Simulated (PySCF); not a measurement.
PySCF 2.14.0, TPSSH/def2-svpd, df: Sn(F)2 ([F][Sn][F]), 3 atoms. The geometry is a generated start, not checked to be a minimum at this level.

```json
{
  "task": "energy",
  "method": "tpssh",
  "basis": "def2-svpd",
  "two_electron_scheme": "density fitting",
  "mol.max_memory": "3000 MB",
  "mf.max_cycle": "100",
  "mf.init_guess": "minao (default)",
  "mf.DIIS": "CDIIS (default)",
  "mf.diis_space": "8 (default)",
  "mf.conv_tol": "1e-09 (default)",
  "mf.grids.level": "3 (default)",
  "effective_core_potentials": "those of the basis set, past Kr",
  "basis_functions": "78",
  "grid_points": "50488"
}
```

```xyz
3

Sn     0.0601    -0.0392     0.8582
F      0.7874     1.4305    -0.4224
F     -0.8475    -1.3913    -0.4358
```

One run each on 2 threads, 1 BLAS thread. Values of level_shift (Hartree) tried: 0 (default), 0.1, 0.3, 1.

Q: How does the count of Fock builds change with level_shift (Hartree), and where is it least?

A: Fewest Fock builds, within one of each other: 0 (default) with 12, 0.1 with 12. The count rises to 37 at 1. All converge to one solution.

| level_shift (Hartree) | Fock builds | end |
|---|---|---|
| 0 (default) | 12 | same solution |
| 0.1 | 12 | same solution |
| 0.3 | 16 | same solution |
| 1 | 37 | same solution |
